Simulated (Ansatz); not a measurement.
# Worked sum: formation energy of ZrSi2 (Cmcm) from the elements

Subject: the formation energy of ZrSi2 (Cmcm) from the elements. Reaction: Zr (hcp) + 2 Si (diamond) → ZrSi2 (Cmcm). Negative: the products are lower in energy. The value is per atom of the solid.

ZrSi2 (Cmcm), 6 atoms in the cell; this is a cell from a database of computed structures that this text hasn't matched to a measured one. Conventional cell: a = 3.704 Å, b = 14.793 Å, c = 3.679 Å, α = β = γ = 90.00°.

Method: Ansatz (a program for electronic structure), PAW, neutral cells at 0 K with nuclei at rest, on structures from PBE. Ansatz runs with its PAW set soft_1. Other levels take these structures. The lattices are those relaxed with PBE, so at other levels the solids can be strained, which adds to the spread. A dispersion term (D3(BJ), or D4 for r2SCAN) was computed beside these levels and is taken off wherever the name lacks it.

Total energies of the cells in eV, at zero smearing width. They compare only within one column; the weights balance every element.

| cell | atoms | weight | r2SCAN | PBE+D3(BJ) |
|---|---|---|---|---|
| ZrSi2 (Cmcm) | 6 | +1 | -10950.32836 | -10917.83907 |
| Zr (hcp) | 2 | −1 | -8390.10041 | -8368.77163 |
| Si (diamond) | 2 | −2 | -1278.12992 | -1272.23847 |

r2SCAN: (-10950.32836) − (-8390.10041) − 2 × (-1278.12992) = -3.968 eV; dividing by 6 atoms gives -0.66 eV/atom.

PBE+D3(BJ): (-10917.83907) − (-8368.77163) − 2 × (-1272.23847) = -4.590 eV; dividing by 6 atoms gives -0.77 eV/atom.

What follows from the r2SCAN value: A formula unit of ZrSi2 has 3 atoms, so it forms with -0.6614 × 3 = -1.984 eV, or -191.4 kJ/mol at 96.485 kJ/mol per eV.
